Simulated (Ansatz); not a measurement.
BaTiO3: pressure series

The reference is BaTiO3 (space group P4mm, No. 99).

```cif
data_BaO3Ti
_chemical_formula_sum 'Ti1 Ba1 O3'
_space_group_name_H-M_alt 'P4mm'
_space_group_IT_number 99
_space_group_name_Hall 'P 4 -2'
_cell_length_a 3.98510
_cell_length_b 3.98510
_cell_length_c 4.20426
_cell_angle_alpha 90.000
_cell_angle_beta 90.000
_cell_angle_gamma 90.000
loop_
_atom_site_label
_atom_site_type_symbol
_atom_site_symmetry_multiplicity
_atom_site_Wyckoff_symbol
_atom_site_fract_x
_atom_site_fract_y
_atom_site_fract_z
_atom_site_occupancy
Ti1 Ti 1 b 0.50000 0.50000 0.45787 1
Ba1 Ba 1 a 0.00000 0.00000 0.94066 1
O1 O 1 b 0.50000 0.50000 0.88874 1
O2 O 2 c 0.00000 0.50000 0.40937 1
```

Cell and atoms are relaxed at each pressure.

Levels (all Ansatz, a first-principles code, PAW, earlier PAW set): PBE (420 eV, no spin-orbit coupling); r2SCAN (500 eV, without spin-orbit coupling).

The base cell above is that of PBE; each level relaxes its own structures.

```csv
case,"shortest interatomic distance, PBE","shortest interatomic distance, r2SCAN"
pressure −2 GPa,1.796 Å,1.809 Å
pressure −1 GPa,1.804 Å,1.815 Å
pressure 3 GPa,1.831 Å,1.841 Å
pressure 7 GPa,1.856 Å,1.867 Å
pressure 15 GPa,1.928 Å,1.950 Å
pressure 30 GPa,1.921 Å,(withheld)
pressure 50 GPa,1.882 Å,(withheld)
pressure 75 GPa,1.844 Å,(withheld)
pressure 100 GPa,1.813 Å,(withheld)
```

Q: What belongs in the blanks?

A: 
- pressure 30 GPa, shortest interatomic distance, r2SCAN: 1.915 Å
- pressure 50 GPa, shortest interatomic distance, r2SCAN: 1.878 Å
- pressure 75 GPa, shortest interatomic distance, r2SCAN: 1.842 Å
- pressure 100 GPa, shortest interatomic distance, r2SCAN: 1.812 Å

The two levels differ by at most about 0.023 Å. They disagree on the order of pressure 100 GPa and pressure −1 GPa.

Load acts through the strain it causes; cell and atoms are relaxed under it. Whether these cells are dynamically stable was not tested. Competing high-pressure phases were not computed. All final runs are without spin polarisation. Along this pressure series the structure jumps between pressure 7 GPa and pressure 15 GPa; cells beyond that are another form of it.
